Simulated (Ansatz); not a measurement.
## HfO2: thickness series

The reference is HfO2 in the fluorite structure (space group Fm-3m, No. 225).

```
CELL_PARAMETERS angstrom
      0.00000     2.52923     2.52923
      2.52923     0.00000     2.52923
      2.52923     2.52923     0.00000
ATOMIC_POSITIONS crystal
  Hf 0.00000 0.00000 0.00000
  O  0.25000 0.25000 0.25000
  O  0.75000 0.75000 0.75000
```

Cartesian axes are those of the cell as printed.

Free-standing slabs (3 atom(s) a layer) normal to [111] with 15 Å of vacuum; in-plane cell held at bulk.

Computed with Kohn–Sham DFT with the r2SCAN functional, run in Ansatz (a quantum-chemistry and plane-wave program) with PAW and 500 eV plane waves, no spin-orbit coupling.

Candidates:
(a) 2 layers
(b) 1 layer
(c) 4 layers
(d) 5 layers
(e) 6 layers

Before the change:

```
Property    Value
--------  -------
Band gap  4.30 eV
```

Question: Order them by band gap, lowest first.

Answer: (b) 1 layer (4.12 eV), (e) 6 layers (4.45 eV), (d) 5 layers (4.50 eV), (c) 4 layers (4.59 eV), (a) 2 layers (4.98 eV)

With Hf present, leaving out spin-orbit coupling can change the band edges. Whether these cells are dynamically stable was not tested. This is not the structure that HfO2 has at room temperature and ambient pressure.
